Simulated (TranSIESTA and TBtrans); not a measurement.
Device: Al point contact of 4 atoms in a row between two rods, one bond stretched by the factor 1.25. Leads: fcc Al rod along [100], layers of 5 and 4 atoms, a = 4.04 Å. Geometry: as built, not relaxed. Transport runs along z; the first 18 and the last 18 of the 71 atoms are the lead cells, repeated to infinity.

```xyz
71
Lattice="14.213 0.000 0.000 0.000 14.213 0.000 0.000 0.000 40.862" Properties=species:S:1:pos:R:3 pbc="F F T"
Al     7.107     7.107     0.000
Al     9.963     7.107     0.000
Al     7.107     9.963     0.000
Al     4.250     7.107     0.000
Al     7.107     4.250     0.000
Al     8.535     8.535     2.020
Al     5.678     8.535     2.020
Al     8.535     5.678     2.020
Al     5.678     5.678     2.020
Al     7.107     7.107     4.040
Al     9.963     7.107     4.040
Al     7.107     9.963     4.040
Al     4.250     7.107     4.040
Al     7.107     4.250     4.040
Al     8.535     8.535     6.060
Al     5.678     8.535     6.060
Al     8.535     5.678     6.060
Al     5.678     5.678     6.060
Al     7.107     7.107     8.080
Al     9.963     7.107     8.080
Al     7.107     9.963     8.080
Al     4.250     7.107     8.080
Al     7.107     4.250     8.080
Al     8.535     8.535    10.100
Al     5.678     8.535    10.100
Al     8.535     5.678    10.100
Al     5.678     5.678    10.100
Al     7.107     7.107    12.120
Al     9.963     7.107    12.120
Al     7.107     9.963    12.120
Al     4.250     7.107    12.120
Al     7.107     4.250    12.120
Al     8.535     8.535    14.140
Al     5.678     8.535    14.140
Al     8.535     5.678    14.140
Al     5.678     5.678    14.140
Al     7.107     7.107    16.160
Al     7.107     7.107    18.788
Al     7.107     7.107    22.073
Al     7.107     7.107    24.702
Al     8.535     8.535    26.722
Al     5.678     8.535    26.722
Al     8.535     5.678    26.722
Al     5.678     5.678    26.722
Al     7.107     7.107    28.742
Al     9.963     7.107    28.742
Al     7.107     9.963    28.742
Al     4.250     7.107    28.742
Al     7.107     4.250    28.742
Al     8.535     8.535    30.762
Al     5.678     8.535    30.762
Al     8.535     5.678    30.762
Al     5.678     5.678    30.762
Al     7.107     7.107    32.782
Al     9.963     7.107    32.782
Al     7.107     9.963    32.782
Al     4.250     7.107    32.782
Al     7.107     4.250    32.782
Al     8.535     8.535    34.802
Al     5.678     8.535    34.802
Al     8.535     5.678    34.802
Al     5.678     5.678    34.802
Al     7.107     7.107    36.822
Al     9.963     7.107    36.822
Al     7.107     9.963    36.822
Al     4.250     7.107    36.822
Al     7.107     4.250    36.822
Al     8.535     8.535    38.842
Al     5.678     8.535    38.842
Al     8.535     5.678    38.842
Al     5.678     5.678    38.842
```

Run with TranSIESTA and TBtrans (open boundaries, self-consistent; PseudoDojo norm-conserving potentials, scalar-relativistic): PAO.BasisSize SZP, PAO.EnergyShift 0.15 eV, XC.Authors PBE, Mesh.Cutoff 150 Ry, ElectronicTemperature 300 K, TS.Voltage 0.0 eV, TBT.Elecs.Eta 0.001 eV, no spin polarisation.

Energies count from the leads' Fermi level. Transmissions are for one spin of a degenerate pair. The energy step is 0.02 eV; narrower resonances are cut or missed.

```tsv
E (eV)	T
-0.20	0.676
-0.16	0.908
-0.12	0.431
-0.08	0.313
-0.04	0.295
0.00	0.311
0.04	0.372
0.08	0.604
0.12	0.744
0.16	0.861
0.20	0.966
```

### Question
Give the zero-bias conductance in μS and the resistance at 300 K.

### Answer
At the Fermi level T = 0.311. Averaged with −∂f/∂E over the full grid (kT = 25.9 meV) it is 0.355. With G0 = 2e²/h = 77.48 μS, G = 27.5 μS and R = 1/G = 36.4 kΩ.

### Question
The eigenchannels at the Fermi level transmit 0.114, 0.114, 0.0825. What Fano factor of the shot noise follows at low temperature and bias?

### Answer
F = Σ τ(1 − τ)/Σ τ = 0.278/0.310 = 0.89.

### Question
Estimate the current at 0.2 V in linear response, and compare with the self-consistent run.

### Answer
I = G V = 27.5 μS × 0.2 V = 5.50 μA; the self-consistent run gives 6.46 μA, 1.17 of it. Linear response leaves out the change of T over the bias window and the shift of levels under bias.

The leads' channel count changes near 0.03 eV, within the thermal window, so values at the Fermi level hang on where that band edge falls.
